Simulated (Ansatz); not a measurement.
Cost and result by functional for the surface energy of the (20-23) surface of hcp Zr in its 1x1 cell, outermost plane spacing 0.18 Å in the ideal cut, in Ansatz (plane waves, PAW). Single points on the PBE structure, on one kind of machine; costs are rough ratios of the slab run's core time (references not counted) to the cheapest single point. r2SCAN's cost holds its higher cutoff (500 against 420 eV). Differences are taken against r2SCAN for comparison alone: no measured value is at hand, so the table doesn't rank accuracy.

Set-up: 20 atoms, 10.0 Å thick at the start (thin: gaps and levels are the slab's own); mesh 12x3x1; 0.1 eV smearing; dipole correction on; all atoms relaxed; held to the part of the start's symmetry that mesh and held atoms allow; no spin, no spin-orbit, no U. These notes are the PBE run's.

```
functional                     relative cost  surface energy (J/m²)  less r2SCAN (J/m²)
-----------------------------  -------------  ---------------------  ------------------
PBEsol                                     1                   1.80                0.01
LDA                                        1                   1.86                0.06
RPBE                                       1                   1.53               -0.26
r2SCAN                                     2                   1.79                0.00
PBE (the relaxed run's value)              –                   1.64               -0.15
```

The values span 0.33 J/m², while the single points' costs differ by a factor of roughly 2. Differences are of unrounded values.

Ansatz is a program for electronic structure.
